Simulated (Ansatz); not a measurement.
Data:

End structure of Cl on the 1x1 (111) surface of fcc Ag, one in a 3x3 cell, started at the site 'hollow Ag-Ag-Ag over Ag at depth 2.4 Å':

```xyz
37
Lattice="8.8001 0.0000 0.0000 -4.4001 7.6212 0.0000 0.0000 0.0000 26.5000" Properties=species:S:1:pos:R:3 pbc="T T T"
Ag     0.0000     1.6936     9.6916
Ag    -1.4667     4.2340     9.6916
Ag    -2.9334     6.7744     9.6916
Ag     2.9334     1.6936     9.6916
Ag     1.4667     4.2340     9.6916
Ag     0.0000     6.7744     9.6916
Ag     5.8668     1.6936     9.6916
Ag     4.4001     4.2340     9.6916
Ag     2.9334     6.7744     9.6916
Ag     1.4667     0.8468    12.0709
Ag     0.0000     3.3872    12.0709
Ag    -1.4667     5.9276    12.0709
Ag     4.4001     0.8468    12.0709
Ag     2.9334     3.3872    12.0709
Ag     1.4667     5.9276    12.0709
Ag     7.3335     0.8468    12.0709
Ag     5.8668     3.3872    12.0709
Ag     4.4001     5.9276    12.0709
Ag     0.0000     0.0000    14.4556
Ag    -1.4559     2.5295    14.4382
Ag    -2.9374     5.0956    14.4382
Ag     2.9186    -0.0040    14.4382
Ag     1.4559     2.5295    14.4382
Ag     0.0000     5.0808    14.4113
Ag     5.8816    -0.0040    14.4382
Ag     4.4001     2.5404    14.4016
Ag     2.9374     5.0956    14.4382
Ag     0.0000     1.7456    16.8408
Ag    -1.4628     4.2362    16.7886
Ag    -2.8884     6.7484    16.8408
Ag     2.9546     1.7058    16.7813
Ag     1.4628     4.2362    16.7886
Ag     0.0000     6.7699    16.7886
Ag     5.8456     1.7058    16.7813
Ag     4.4001     4.2095    16.7813
Ag     2.8884     6.7484    16.8408
Cl     0.0000     0.0000    18.8469
```

Set-up: 37 atoms, 7.1 Å thick at the start under the adsorbate (thin: gaps and levels are the slab's own); mesh 4x4x1; 0.1 eV smearing; dipole correction on; 18 atoms held, the rest relaxed; start symmetry kept, larger cells not searched; no spin, no spin-orbit, no U, no dispersion correction. At the end it is bonded to 3 Ag. In PBE it is, or lies within 0.03 eV of, the lowest of the starts that converged.

A negative adsorption energy means that the adsorbate is more stable on the surface than in its reference.

Problem. What change of the step from the bottom to the top vacuum level, against the clean slab does PBE in Ansatz (an electronic-structure program) give?

Solution. 0.54 eV

Problem. Estimate the change of the work function that PBE returns for this input.

Solution. 0.56 eV

Problem. What is the computed adsorption energy against ½ Cl2(g) (PBE)?

Solution. -35.1 kcal/mol

Problem. Estimate the work function of the top face that PBE returns for this input.

Solution. 5.00 eV
